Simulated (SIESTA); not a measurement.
Input and output of a self-consistent single point for ScIn3 (Pm-3m, 4 atoms in the cell) (SIESTA).

Level of theory: LDA PW92, numerical atomic orbitals TZP, PseudoDojo LDA standard norm-conserving potentials (rewritten from UPF to PSML) (SIESTA 5.4.2).

```
CELL_PARAMETERS angstrom
      4.49569     0.00000     0.00000
      0.00000     4.49569     0.00000
      0.00000     0.00000     4.49569
ATOMIC_POSITIONS crystal
  Sc 0.00000 0.00000 0.00000
  In 0.00000 0.50000 0.50000
  In 0.50000 0.00000 0.50000
  In 0.50000 0.50000 0.00000
```

Reference input (self-consistent single point, DFT, GGA PBEsol, numerical atomic orbitals TZP, PseudoDojo PBEsol standard norm-conserving potentials (rewritten from UPF to PSML)): XC.functional = GGA; XC.authors = PBEsol; potentials = PseudoDojo PBEsol standard; PAO.BasisSize = TZP; PAO.EnergyShift = 0.01 Ry; MeshCutoff = 300 Ry; kgrid.MonkhorstPack = 6 6 6; OccupationFunction = FD; ElectronicTemperature = 1160.45 K; MaxSCFIterations = 150; SCF.Mixer.Method = Pulay; SCF.Mixer.Weight = 0.2. This run's input differs from it in these lines:

```diff
@@ -1,2 +1,2 @@
-# files in the folder: Sc.psml In.psml (PseudoDojo PBEsol standard)
+# files in the folder: Sc.psml In.psml (PseudoDojo LDA standard)
 SystemName  ScIn3
@@ -24,4 +24,4 @@
 
-XC.functional                GGA
-XC.authors                   PBEsol
+XC.functional                LDA
+XC.authors                   PW92
 PAO.BasisSize                TZP
```

Output (repeated stretches shortened):

```
        iscf     Eharris(eV)        E_KS(eV)     FreeEng(eV)     dDmax    Ef(eV) dHmax(eV)
   scf:    1    -6713.441796    -6721.742730    -6721.787314  1.620152 -3.640027  3.843957
   scf:    2    -6723.170320    -6722.490710    -6722.536857  0.145293 -3.773239  2.674901
   scf:    3    -6723.436300    -6723.034370    -6723.084918  0.176656 -3.961543  0.641948
   scf:    4    -6723.070097    -6723.058552    -6723.111016  0.039831 -3.992308  0.107932
   scf:    5    -6723.052089    -6723.057514    -6723.108934  0.006572 -4.010474  0.274170
   scf:    6    -6723.056188    -6723.059127    -6723.111126  0.006240 -3.997398  0.122188
   scf:    7    -6723.060140    -6723.059702    -6723.111577  0.001505 -3.999838  0.059332
   scf:    8    -6723.060008    -6723.059906    -6723.111687  0.000754 -4.002860  0.003679
   scf:    9    -6723.059894    -6723.059900    -6723.111688  0.000112 -4.002774  0.000605
   scf:   10    -6723.059899    -6723.059899    -6723.111688  0.000017 -4.002738  0.000001
SCF Convergence by DM+H criterion
max |DM_out - DM_in|         :     0.0000170992
max |H_out - H_in|      (eV) :     0.0000014438
SCF cycle converged after 10 iterations

Using DM_out to compute the final energy and forces

siesta: E_KS(eV) =            -6723.0599

siesta: E_KS - E_eggbox =     -6723.0599

siesta: Atomic forces (eV/Ang):
     1   -0.000000    0.000000   -0.000000
     2   -0.000000   -0.000000    0.000000
     3    0.000000   -0.000000    0.000000
     4    0.000000   -0.000000    0.000000
   Tot   -0.000000   -0.000000    0.000000
   Max    0.000000
   Res    0.000000    sqrt( Sum f_i^2 / 3N )
   Max    0.000000    constrained

Stress tensor Voigt[x,y,z,yz,xz,xy] (kbar):       45.02       45.02       45.02       -0.00        0.00        0.00
(Free)E + p*V (eV/cell)    -6725.6649
   [... lines left out ...]
siesta: FreeEng =     -6723.111688
   [... lines left out ...]
siesta:     0.028099    0.000000    0.000000
siesta:     0.000000    0.028099   -0.000000
siesta:     0.000000   -0.000000    0.028099

siesta: Cell volume =         90.863418 Ang**3

siesta: Pressure (static):
siesta:                Solid            Molecule  Units
siesta:          -0.00030604         -0.00030604  Ry/Bohr**3
siesta:          -0.02809913         -0.02809913  eV/Ang**3
siesta:         -45.01976839        -45.01976839  kBar
```

The run converged in 10 iterations. Against the reference run the pressure goes from -1.96 to -4.50 GPa.

The starting cell comes from a database of computed structures (which also holds hypothetical and non-ambient phases and stackings), without a prior relaxation at this level. Values carry the incompleteness of an atom-centred basis. With a pressure of about -5 GPa the cell is away from its equilibrium volume at this level.

Cost on one core of a shared machine: roughly 60 s.
